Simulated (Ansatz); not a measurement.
An Ansatz (an electronic-structure program) input (PBEsol, PAW, 420 eV (Ansatz; without spin-orbit coupling)):

Ansatz 0.2 input:
```yaml
crystal:
  lattice:
    - [5.6889839403, 0, 0]
    - [0, 3.2250815875, 0]
    - [0, 0, 6.2237018442]
  atoms:
    - { symbol: P, position: [0.3181126702, 0.75, 0.5648721492] }
    - { symbol: P, position: [0.6818873298, 0.25, 0.4351278508] }
    - { symbol: P, position: [0.1818873298, 0.25, 0.0648721492] }
    - { symbol: P, position: [0.8181126702, 0.75, 0.9351278508] }
    - { symbol: W, position: [0.9868032622, 0.75, 0.3118039858] }
    - { symbol: W, position: [0.0131967378, 0.25, 0.6881960142] }
    - { symbol: W, position: [0.5131967378, 0.25, 0.8118039858] }
    - { symbol: W, position: [0.4868032622, 0.75, 0.1881960142] }
basis: { ecutwfc: 420, ecutrho_ratio: 4, xc_grid: 2, fft_grid_basis: typed }
kpoints: { mp_grid: { grid: [8, 14, 8] } }
hamiltonian:
  xc: pbesol
  dispersion: none
  pseudopotentials: { kind: paw }
scf: { occupations: { method: fermi_dirac, width: 0.05 }, convergence: { dr2_threshold: 0.0000000008 } }
output: { forces: true, stress: true }
```

Which symmetry and how many k-points will the program report, and about how many plane waves at Γ?

Space group Pnma (ITA 62) with 8 operations, k-points 200 of 896, and 2233 plane waves at Γ.

Whether these cells are dynamically stable was not tested. All final runs are without spin polarisation. The cell is WP (space group Pnma, No. 62).
